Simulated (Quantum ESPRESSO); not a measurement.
Input and output of a self-consistent single point for YScO3 (P6_3/mmc, 10 atoms in the cell) (Quantum ESPRESSO).

Method: PBEsol, GBRV 1.5 ultrasoft (PBESOL) pseudopotentials (plane waves; Quantum ESPRESSO).

```xyz
10
Lattice="3.5906 0.0000 0.0000 -1.7953 3.1095 0.0000 0.0000 0.0000 12.4442" Properties=species:S:1:pos:R:3 pbc="T T T"
Y      0.0000     0.0000     6.2221
Y      0.0000     0.0000     0.0000
Sc     1.7953     1.0365     9.3332
Sc     0.0000     2.0730     3.1111
O      1.7953     1.0365     7.2561
O      0.0000     2.0730     5.1881
O      0.0000     2.0730     1.0340
O      1.7953     1.0365    11.4102
O      0.0000     0.0000     9.3332
O      0.0000     0.0000     3.1111
```

Reference input (self-consistent single point, DFT, PBEsol, plane waves, GBRV 1.5 ultrasoft (PBESOL) pseudopotentials): ecutwfc = 50 Ry; ecutrho = 400 Ry; occupations = fixed; potentials = {Y: y_pbesol_v1.4.uspp.F.UPF, Sc: sc_pbesol_v1.uspp.F.UPF, O: o_pbesol_v1.2.uspp.F.UPF}; K_POINTS = automatic 5 5 2 0 0 0; nbnd = 46; conv_thr = 1e-09 Ry. This run's input differs from it in these lines:

```diff
@@ -13,4 +13,4 @@
     ntyp = 3
-    ecutwfc = 50
-    ecutrho = 400
+    ecutwfc = 20
+    ecutrho = 160
     occupations = 'fixed'
```

Log, with long lists cut:

```
     Self-consistent Calculation

     iteration #  1     ecut=    20.00 Ry     beta= 0.70

---- Real-time Memory Report at c_bands before calling an iterative solver
           149 MiB given to the printing process from OS
            42 MiB allocation reported by mallinfo(arena+hblkhd)
------------------

     total energy              =    -566.58584947 Ry
     estimated scf accuracy    <       2.19403235 Ry

     iteration #  2     ecut=    20.00 Ry     beta= 0.70

---- Real-time Memory Report at c_bands before calling an iterative solver
           168 MiB given to the printing process from OS
   [... lines left out ...]

---- Real-time Memory Report at c_bands before calling an iterative solver
           173 MiB given to the printing process from OS
            55 MiB allocation reported by mallinfo(arena+hblkhd)
------------------

     total energy              =    -567.55957905 Ry
     estimated scf accuracy    <          2.2E-09 Ry

     iteration # 13     ecut=    20.00 Ry     beta= 0.70

---- Real-time Memory Report at c_bands before calling an iterative solver
           173 MiB given to the printing process from OS
            55 MiB allocation reported by mallinfo(arena+hblkhd)
------------------
     End of self-consistent calculation

     highest occupied, lowest unoccupied level (ev):     8.1565   11.4666

!    total energy              =    -567.55957905 Ry
     estimated scf accuracy    <          2.6E-10 Ry

     convergence has been achieved in  13 iterations

     Forces acting on atoms (cartesian axes, Ry/au):

     atom    1 type  1   force =     0.00000000    0.00000000    0.00000000
     atom    2 type  1   force =    -0.00000000   -0.00000000   -0.00000000
     atom    3 type  2   force =    -0.00000000    0.00000000    0.00000000
     atom    4 type  2   force =     0.00000000   -0.00000000    0.00000000
     atom    5 type  3   force =    -0.00000000    0.00000000   -0.00892566
     atom    6 type  3   force =     0.00000000   -0.00000000    0.00892566
   [... lines left out ...]

     Total force =     0.017851     Total SCF correction =     0.000002

          total   stress  (Ry/bohr**3)                   (kbar)     P=     -850.55
  -0.00577344   0.00000000   0.00000000         -849.30        0.00        0.00
   0.00000000  -0.00577344  -0.00000000            0.00     -849.30       -0.00
   0.00000000  -0.00000000  -0.00579882            0.00       -0.00     -853.04

   JOB DONE.
```

The run converged in 13 iterations. Against the reference run the free energy goes up by 1.87 eV/atom, the pressure goes from -6.67 to -85.05 GPa, the largest force goes from 0.120 to 0.229 eV/Å and the gap on the mesh goes from 3.483 to 3.310 eV. The full log also holds: “c_bands:  1 eigenvalues not converged”.

The starting cell comes from a database of computed structures (which also holds hypothetical and non-ambient phases and stackings), without a prior relaxation at this level. At the lowered cutoff the pressure carries the error of an incomplete plane-wave basis.
